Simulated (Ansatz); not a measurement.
**What pressure 1.5 GPa does to BN**

Take BN in the zinc blende structure (space group F-43m, No. 216; a = 3.625 Å) as the base.

The change: cell and atoms relaxed at a pressure of 1.5 GPa.

Calculations: PBE, PAW, 420 eV (Ansatz, a first-principles code; without spin-orbit coupling). Settings: 16×16×16 k-points, 0.05 eV Fermi–Dirac smearing.

```json
[
 {"quantity": "volume per atom", "base": "5.95 Å³", "changed": "5.93 Å³", "shift": "-0.02 Å³"},
 {"quantity": "density", "base": "3.46 g/cm³", "changed": "3.48 g/cm³", "shift": "+0.014 g/cm³"},
 {"quantity": "lattice parameter a", "base": "362.5 pm", "changed": "362.0 pm", "shift": "-0.5 pm"},
 {"quantity": "shortest interatomic distance", "base": "157.0 pm", "changed": "156.7 pm", "shift": "-0.21 pm"},
 {"quantity": "enthalpy H = E + PV relative to the base's energy", "base": "–", "changed": "+0.06 eV/atom", "shift": "–"},
 {"quantity": "band gap", "base": "4.46 eV", "changed": "4.47 eV", "shift": "+0.004 eV"},
 {"quantity": "gap character", "base": "indirect, Γ → X", "changed": "indirect, Γ → X", "shift": "–"},
 {"quantity": "smallest direct gap", "base": "8.79 eV", "changed": "8.81 eV", "shift": "+0.02 eV"},
 {"quantity": "width of the top valence band", "base": "6.45 eV", "changed": "6.47 eV", "shift": "+0.028 eV"},
 {"quantity": "electron mass", "base": "0.91 mₑ along k, 0.30 mₑ across (at X)", "changed": "0.91 mₑ along k, 0.30 mₑ across (at X)", "shift": "–"}
]
```

Load acts through the strain it causes; cell and atoms are relaxed under it. Effective masses come from finite differences of ±0.01 Å⁻¹. Along k means along the line from Γ to the band edge. No phonon test of stability was made.
